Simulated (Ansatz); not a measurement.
The parent structure is TaAs in the CsCl type structure (space group Pm-3m, No. 221; a = 3.2150 Å; a hypothetical phase, not in the database extracts checked; relaxed with 0.1 eV smearing). Axes: x, y, z lie along the cube axes.

(Cell as relaxed with PBE.)

Levels (all Ansatz, an electronic-structure program, PAW): PBE (420 eV, without spin-orbit coupling); PBEsol (420 eV, no spin-orbit coupling).

Each level relaxes its own structure.

| base | PBE | PBEsol |
|---|---|---|
| volume per atom | 16.62 Å³ | 16.05 Å³ |
| lattice parameter a | 6.075 bohr | 6.006 bohr |
| band gap | zero | zero |

Modification: a pure shear with ε_xy = ε_yx = 0.0060, atoms relaxed at fixed cell.

| quantity | PBE | PBEsol |
|---|---|---|
| stress (xx, yy, zz, yz, xz, xy; compression positive) | (0.0, 0.0, 0.0, 0.0, 0.0, -1.4) GPa | (0.0, 0.0, 0.0, 0.0, 0.0, -1.5) GPa |
| energy relative to the base (free energy F) | +0.9 meV/atom | +0.9 meV/atom |
| shortest interatomic distance | 5.240 bohr | 5.181 bohr |

PBE's shortest interatomic distance lies 0.0597 bohr above PBEsol's (1.2 %); the two agree on the energy relative to the base. Neither level is exact; PBEsol is the comparison here, not a measurement.

The cells carry an imposed strain or load. Whether these cells are dynamically stable was not tested. All final runs are without spin polarisation.
